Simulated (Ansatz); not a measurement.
L1₂ (Cu3Au-type) Al₃Sc: properties by level of theory

Reference values: lattice constant a 4.103 Å (measured, room temperature, no zero-point or thermal correction; as tabulated in A Combined Experimental and First-Principles Based Assessment of …); bulk modulus 91.5 ± 1 GPa (measured, 298 K, not corrected to a static lattice, polycrystal; as tabulated in A Combined Experimental and First-Principles Based Assessment of …); formation enthalpy -0.451 ± 0.02 eV/atom (measured, 298 K, copied from a table, unchecked, no zero-point or thermal correction; as tabulated in Wang et al. (2021), doi:10.1038/s41598-021-94550-5).

```json
[
 {"level (code)": "r²SCAN+rVV10 (Ansatz)", "equilibrium lattice constant a (Å)": "4.080", "bulk modulus (GPa)": "95.1", "enthalpy of formation (eV/atom)": "___"},
 {"level (code)": "HSE06-D3(BJ) (Ansatz)", "equilibrium lattice constant a (Å)": "4.021", "bulk modulus (GPa)": "103", "enthalpy of formation (eV/atom)": "-0.543"},
 {"level (code)": "r²SCANh (Ansatz)", "equilibrium lattice constant a (Å)": "4.083", "bulk modulus (GPa)": "95.8", "enthalpy of formation (eV/atom)": "-0.513"}
]
```

Task: Fill in the missing entries.

Result: 
- r²SCAN+rVV10 (Ansatz, an electronic-structure program), enthalpy of formation (eV/atom): -0.495

Differences from the reference values (errors of the level alone only where the reference is corrected to a static lattice):

```csv
level,lattice constant a (%),bulk modulus (%),formation enthalpy (eV/atom)
r²SCAN+rVV10,-0.56,+3.9,-0.044
HSE06-D3(BJ),-2.00,+12.6,-0.092
r²SCANh,-0.49,+4.7,-0.062
```

Nearest: lattice constant a, not ranked (reference at room or unstated temperature); bulk modulus, not ranked (reference at room or unstated temperature); formation enthalpy, not ranked (one source).

Ansatz's density-functional and Hartree–Fock values are scalar-relativistic unless marked +SOC, with PAW data made under PBE.

The crystal itself was run without spin with r²SCAN+rVV10, HSE06-D3(BJ), r²SCANh; a magnetic state was not tried in these runs.

Differences are worked out from the printed values.

Static lattice: no zero-point or thermal effects.
